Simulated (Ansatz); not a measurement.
The starting structures come from a database of crystals and need not be the phases stable at ambient conditions.

 Where the default PAW files enter, the runs use the earlier of Ansatz's two default sets.

Input:

```xyz
9
Lattice="5.1326 0.0000 0.0000 -2.5663 4.4450 0.0000 2.5663 1.4817 4.1908" Properties=species:S:1:pos:R:3 pbc="T T T"
Na     2.5663     1.4817     1.0477
Na     2.5663     4.4450     3.1431
H      3.7239     2.1500     3.2456
H      1.4087     3.7766     0.9452
H      1.4087     2.1500     3.2456
H      3.7239     3.7766     0.9452
H      0.0000     4.5900     3.2456
H      5.1326     1.3367     0.9452
Pt     0.0000     0.0000     0.0000
```

Space group of this cell: Fm-3m. The cell is taken as given.

Transport runs along the normal of the first two printed cell vectors, the (111) plane of the conventional cell.

The gap is the functional's own, uncorrected, and κ follows it; spin-orbit coupling is left out. Mid-gap values are interpolated between the computed energies.

Problem. Predict the band gap and the smallest decay constant κ at mid-gap from r2SCAN (Ansatz, a quantum-chemistry and plane-wave program).

Solution. Gap 3.97 eV on a 8×8×8 mesh; κ = 0.361 1/Å, at (0.500, 0.000) of the in-plane reciprocal vectors. At the zone centre, at the nearest computed energy, the slowest state has κ = 0.37 1/Å.
